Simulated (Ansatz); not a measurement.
The starting structures come from a database of crystals and need not be the phases stable at ambient conditions.

By PBEsol, the system below comes out a metal.

A figure of merit of an interconnect metal is its ballistic conductance per area.

```
CoSi2
1.0
    3.83188     0.00000     0.00000
   -1.91594     3.31851     0.00000
    1.91594     1.10617     3.06737
Co Si
1 2
Direct
  0.00000   0.00000   0.00000
  0.50000   0.25000   0.25000
  0.50000   0.75000   0.75000
```

The cell is strained (lengths across the current scaled by 1.02, ions clamped); by PBEsol it stands under a pressure of -7.0 GPa.

The current flows along the normal of the first two printed cell vectors, the (111) (indices of the unstrained crystal) plane of the conventional cell. No spin-orbit coupling; the value is a mean over 0.1 eV about the Fermi level.

**Question.** Predict the ballistic conductance per area from PBEsol in Ansatz (a quantum-chemistry and plane-wave program).

**Answer.** 0.82 × 10¹⁵ S/m² for both spins.
